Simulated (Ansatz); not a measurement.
System: Si₃N₄ (P6₃/m, No. 176). Method: PBEsol (Ansatz, a quantum-chemistry and plane-wave program, PAW).

Numerical settings: plane-wave cutoff 520 eV, 6×6×12 k mesh (along the axes of the cell as run), Fermi–Dirac smearing 0.01 eV, scalar-relativistic PAW data made under PBE.

Computed at the level's own relaxed cell.

Problem. Give the computed band gap, lattice constant a and c axis length.

Solution. 
- band gap = 4.19 eV (on the SCF k mesh)
- lattice constant a = 7.624 Å
- c axis length = 2.910 Å

Computed values are for the static lattice.
